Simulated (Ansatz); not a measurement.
Consider the following.

```
Ga4AsP3
1.0
    3.88254     0.00000     0.00000
    0.00000     3.88413     5.49421
    0.00000    -3.88413     5.49421
As P Ga
1 3 4
Cartesian
  1.94127   0.00000   6.87033
  0.00000   1.94416   4.12054
  0.00000  -1.94416   4.12054
  1.94127   0.00000   1.37314
  0.00000   0.00000   0.00347
  1.94127  -1.90327   2.77104
  1.94127   1.90327   2.77104
  0.00000   0.00000   5.44095
```

A single point on GaAs with a change (x(P) = 0.75, 8 atoms, Amm2), its geometry relaxed with PBEsol.

Computed with PBEsol/PAW in Ansatz (a quantum-chemistry and plane-wave program), spin-orbit coupling included. Γ-centred 9×5×5 mesh, Fermi–Dirac width 0.05 eV.

Task: Predict the band gap and valence-band top at Γ.

Result: The band gap is 1.20 eV. The valence-band top at Γ (three highest Kramers pairs, from the VBM) is 0.00, -0.04, -0.20 eV.

Single points use the geometry relaxed with PBEsol. Whether these cells are dynamically stable was not tested. The cell was made from GaAs by this change: x(P) = 0.75, 8 atoms, Amm2.
